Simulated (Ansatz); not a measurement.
System: CaSnSe3 (model structure, from the cubic perovskite type, Pm-3m, No. 221). Method: PBE in Ansatz (plane waves, PAW).

Input:

Ansatz 0.2 input:
```yaml
crystal:
  lattice:
    - [5.2112687586, 0.0, 0.0]
    - [0.0, 5.2112687586, 0.0]
    - [0.0, 0.0, 5.2112687586]
  atoms:
    - { symbol: Ca, position: [0.0, 0.0, 0.0] }
    - { symbol: Sn, position: [0.5, 0.5, 0.5] }
    - { symbol: Se, position: [0.0, 0.5, 0.5] }
    - { symbol: Se, position: [0.5, 0.5, 0.0] }
    - { symbol: Se, position: [0.5, 0.0, 0.5] }
basis:
  ecutwfc: 520
  ecutrho_ratio: 4
  xc_grid: 2
kpoints:
  mp_grid: { grid: [12, 12, 12] }
hamiltonian:
  xc: pbe
  dispersion: none
  pseudopotentials: { kind: paw }
scf:
  occupations: { method: fermi_dirac, width: 0.05 }
  convergence: { dr2_threshold: 0.0000000005 }
output:
  forces: true
  stress: true
  eigenvalues: true
```

Task: How many irreducible k-points, plane waves at Γ does the program set up, and what pressure does the run end with?

Result: 84 irreducible k-points, 3791 plane waves at Γ; P = 2.22 GPa, so the cell is compressed and would expand at this level.

From the output:

```
Crystal: 5 atoms, lattice volume = 141.524 Å³
Basis set: ecut = 520 eV, 3791 PW (Γ), exchange–correlation on 80×80×80 points (8 copies of the dense FFT grid, shifted against one another)
Bands: 44, of which v1, the nominal top of the filled ones, is band 36 counted from 1 (35 counted from 0)
Symmetry: 48 space group operations
Space group: Pm-3m (ITA 221), of the structure as read, at distance tolerance 5.2e-5 Å
k-points: 84 of 1728
Functional: x = pbe(κ = 0.804, μ = 0.2195149727645171), c = pbe(β = 0.06672455060314922)
SCF iter   1: F=—  HF=-24250.834268 eV  |F-HF|=—  |Δ(HF+E_count)|=         —  Δρ=1.79e-3  dr2=5.03e-3
SCF iter   2: F=—  HF=-24250.834835 eV  |F-HF|=—  |Δ(HF+E_count)|=   5.66e-4  Δρ=3.77e-4  dr2=4.03e-4
  ...
SCF iter   6: F=—  HF=-24250.834793 eV  |F-HF|=—  |Δ(HF+E_count)|=   3.83e-9  Δρ=2.34e-6  dr2=4.41e-9
SCF iter   7: F=-24250.834793 eV  HF=-24250.834793 eV  |F-HF|=5.09e-10  |Δ(HF+E_count)|=   1.31e-8  Δρ=4.97e-7  dr2=1.98e-10
SCF 1 converged in 7 iterations: F = -24250.834793 eV  dr2 = 1.98e-10
SCF converged after 7 iterations
Free energy (F): -24250.834793 eV
Internal energy: -24250.813766 eV  (E = F + TS)
E sigma→0 (E₀):  -24250.824280 eV
Fermi energy:    7.307741 eV
--- Forces (eV/Å), atoms counted from 1 ---
  atom   1  Ca     0.00000000     0.00000000    -0.00000000
  atom   2  Sn     0.00000000     0.00000000    -0.00000000
  atom   3  Se     0.00000000    -0.00000000     0.00000000
  atom   4  Se     0.00000000     0.00000000     0.00000000
  atom   5  Se     0.00000000    -0.00000000     0.00000000
--- Stress (GPa, compression-positive) ---
        2.222565       0.000000       0.000000
        0.000000       2.222565       0.000000
        0.000000       0.000000       2.222565
  P = ⅓ Tr σ = 2.2226 GPa (22.226 kbar)
```

Note: the cell keeps the symmetry of its start, so it can be a saddle point. Note: cell and atoms aren't relaxed at this level (pressure 2.2 GPa).

A model structure was made by putting elements into a prototype or built by hand; it is no filed structure, need not be a known phase, and can be a saddle point held by its symmetry.

Ansatz is a program for electronic structure.
